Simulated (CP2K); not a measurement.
Band structure of Au3Br (P6_3/mmc, 8 atoms in the cell).

```
CELL_PARAMETERS angstrom
      6.76424     0.00000     0.00000
     -3.38212     5.85800     0.00000
      0.00000     0.00000     4.48343
ATOMIC_POSITIONS crystal
  Au 0.29086 0.14543 0.75000
  Au 0.70914 0.85457 0.25000
  Au 0.14543 0.29086 0.25000
  Au 0.85457 0.70914 0.75000
  Au 0.85457 0.14543 0.75000
  Au 0.14543 0.85457 0.25000
  Br 0.66667 0.33333 0.25000
  Br 0.33333 0.66667 0.75000
```

Computed with PBEsol, GPW, TZVP-MOLOPT-SR-GTH basis, GTH-PBE potentials (GTH_POTENTIALS) run with CP2K 2026.2.

Settings: CUTOFF = 500 Ry; REL_CUTOFF = 60 Ry; SMEAR/METHOD = FERMI_DIRAC; ELECTRONIC_TEMPERATURE = 1160.45 K; KPOINTS/SCHEME = MACDONALD 3 3 4 0 0 0.125; XC_FUNCTIONAL = PBE:PBESOL; Au/BASIS_SET = TZVP-MOLOPT-SR-GTH-q11; Au/POTENTIAL = GTH-PBE-q11; Br/BASIS_SET = TZVP-MOLOPT-SR-GTH-q7; Br/POTENTIAL = GTH-PBE-q7; METHOD = GPW; EPS_DEFAULT = 1e-10; EXTRAPOLATION = USE_GUESS; NGRIDS = 5.

The starting cell comes from a database of computed structures (which also holds hypothetical and non-ambient phases and stackings), without a prior relaxation at this level. Spin-orbit coupling is off. Values carry the incompleteness of an atom-centred basis. The potentials were made for another functional than the one used. The run gives no clean gap (levels at the Fermi energy touch, overlap or are partly filled at this smearing), which alone does not show that the compound is a metal.

Levels in eV from the Fermi level, bands 37 to 42:
```csv
point,37,38,39,40,41,42
Γ,-1.65,-1.01,-0.97,0.31,0.31,1.51
M,-1.19,-1.09,-1.03,-0.70,0.20,0.82
K,-1.08,-1.08,-1.04,-0.38,-0.38,1.47
A,-1.57,-1.57,-1.17,-1.17,1.34,1.34
L,-1.56,-1.56,-0.69,-0.69,0.86,0.86
H,-1.36,-1.36,-0.47,-0.47,-0.22,-0.22
```

Bands cross the Fermi level along this path, so the cell is metallic at this level.

Higher empty bands are left out: an atom-centred basis made for the valence describes them poorly.
